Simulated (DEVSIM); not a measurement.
System: abrupt Si p-n junction, at 300 K.

```tsv
layer (left to right)	material	thickness (μm)	Nd (cm⁻³)	Na (cm⁻³)	τn (s)	τp (s)
1	Si	0.560	-	4.8e15	1.5e-5	1.5e-5
2	Si	11.0	2.7e16	-	1.5e-5	1.5e-5
```

Left contact: ohmic. Right contact: ohmic. Voltage is applied to the left contact. Recombination: SRH at mid-gap, radiative. Mobility is μmin + (μ − μmin)/(1 + (N/Nref)^α).

Constants are typed, rounded textbook-type inputs, not results; the design itself was drawn at random and stands for no fabricated device. Values at 300 K.

| parameter | Si |
|---|---|
| gap (eV) | 1.124 |
| affinity (eV) | 4.05 |
| permittivity | 11.7 |
| Nc (cm⁻³) | 2.86e19 |
| Nv (cm⁻³) | 3.1e19 |
| μn (cm²/Vs) | 1417 |
| μp (cm²/Vs) | 470 |
| μn,min | 52 |
| μp,min | 45 |
| Nref,n | 9.7e16 |
| Nref,p | 2.2e17 |
| αn | 0.68 |
| αp | 0.72 |
| B (cm³/s) | 4.7e-15 |

Simulated with DEVSIM: 1D drift-diffusion, Boltzmann statistics, complete ionisation; no tunnelling, impact ionisation, image-force lowering or self-heating.

The doping Nd of layer 2 was swept, all else fixed.

```json
[
 {"doping Nd of layer 2 (cm^-3)": "8.1e14", "dark forward voltage at 100 A/cm² (V)": "0.845", "potential step across the device at zero bias (V)": "0.626", "dark forward voltage at 1 A/cm² (V)": "0.516", "largest field in the device at zero bias (V/cm)": "11000"},
 {"doping Nd of layer 2 (cm^-3)": "2.7e15", "dark forward voltage at 100 A/cm² (V)": "0.766", "potential step across the device at zero bias (V)": "0.658", "dark forward voltage at 1 A/cm² (V)": "0.512", "largest field in the device at zero bias (V/cm)": "18000"},
 {"doping Nd of layer 2 (cm^-3)": "8.1e15", "dark forward voltage at 100 A/cm² (V)": "0.699", "potential step across the device at zero bias (V)": "0.686", "dark forward voltage at 1 A/cm² (V)": "0.508", "largest field in the device at zero bias (V/cm)": "24000"},
 {"doping Nd of layer 2 (cm^-3)": "2.7e16", "dark forward voltage at 100 A/cm² (V)": "0.658", "potential step across the device at zero bias (V)": "0.717", "dark forward voltage at 1 A/cm² (V)": "0.504", "largest field in the device at zero bias (V/cm)": "29000"},
 {"doping Nd of layer 2 (cm^-3)": "8.1e16", "dark forward voltage at 100 A/cm² (V)": "0.643", "potential step across the device at zero bias (V)": "0.746", "dark forward voltage at 1 A/cm² (V)": "0.502", "largest field in the device at zero bias (V/cm)": "32000"},
 {"doping Nd of layer 2 (cm^-3)": "2.7e17", "dark forward voltage at 100 A/cm² (V)": "0.636", "potential step across the device at zero bias (V)": "0.777", "dark forward voltage at 1 A/cm² (V)": "0.501", "largest field in the device at zero bias (V/cm)": "39000"},
 {"doping Nd of layer 2 (cm^-3)": "8.1e17", "dark forward voltage at 100 A/cm² (V)": "0.633", "potential step across the device at zero bias (V)": "0.805", "dark forward voltage at 1 A/cm² (V)": "0.500", "largest field in the device at zero bias (V/cm)": "56000"}
]
```

From the first row to the last the dark forward voltage at 100 A/cm² goes from 0.845 to 0.633. From the first row to the last the potential step across the device at zero bias goes from 0.626 to 0.805.
